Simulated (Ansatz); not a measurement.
Base system: HfN in the rock salt structure (space group Fm-3m, No. 225; a = 4.5261 Å; relaxed with 0.1 eV smearing). Axes: x, y, z lie along the cube axes.

Structures relaxed with DFT with r2SCAN, PAW potentials and a 500 eV plane-wave cutoff in Ansatz (a first-principles code), no spin-orbit coupling, earlier PAW set.

Base:

Simulated powder pattern, Co Kα, λ = 1.79026 Å (kinematic, ideal powder, no thermal factors, no anomalous dispersion; the 14 strongest lines at most, above 2 %, up to 2θ = 90°):

```
2θ (°)  I/Imax (%)    hkl
------  ----------  -----
40.06          100  (111)
46.60           67  (200)
68.03           45  (220)
81.98           45  (311)
86.49           17  (222)
```

After one change:

Simulated powder pattern, Co Kα, λ = 1.79026 Å (kinematic, ideal powder, no thermal factors, no anomalous dispersion; the 14 strongest lines at most, above 2 %, up to 2θ = 90°):

```
2θ (°)  I/Imax (%)
------  ----------
40.01          100
46.33           23
46.64           45
67.85           30
68.09           15
81.56           15
82.01           30
86.36           17
```

Task: Which of these changes matches the shifts?
A) isotropic strain +0.90 %
B) uniaxial stress, 5 GPa compression along z
C) tensor shear ε_yz = +3.47 %
D) uniaxial stress, 3 GPa tension along x

Result: D, uniaxial stress, 3 GPa tension along x. Its volume per atom is 11.63 Å³ against 11.59 Å³, and its space group is I4/mmm (No. 139).

Beyond what the load breaks, stability against distortions was not tested. The final runs are not spin-polarised.
